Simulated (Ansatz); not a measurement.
For PbTe (model structure, started from the litharge type, P4/nmm, No. 129, 4 atoms in the cell), LDA in Ansatz (PAW) gives:

```
Quantity                               Value
------------------------------  ------------
equilibrium lattice constant a       5.510 Å
c axis length                        3.985 Å
bulk modulus B0                     28.2 GPa
cohesive energy                 3.70 eV/atom
```

What does r²SCAN (Ansatz, a program for electronic structure, PAW) give for the same quantities?


- lattice constant a: 5.666 Å (increases by 2.8 %)
- lattice parameter c: 4.363 Å (grows by 9.5 %)
- bulk modulus: 18.8 GPa (falls by 33 %)
- cohesive energy: 2.84 eV/atom (shrinks by 0.86 eV/atom)

Changes are worked out from the printed values.

Unless a cell is named, each level is at its own relaxed cell (LDA 30.25, r²SCAN 35.02 Å³/atom).

Levels without +SOC leave out spin–orbit coupling, which shifts energies and cells of such heavy elements.

Caveats: the bulk modulus is −V dP/dV from two relaxed cells at ±2 % in volume (LDA, r²SCAN). Ansatz's density-functional and Hartree–Fock values are scalar-relativistic unless marked +SOC, with PAW data made under PBE.

A model structure was made by putting elements into a prototype or built by hand; it is no filed structure, need not be a known phase, and can be a saddle point held by its symmetry.
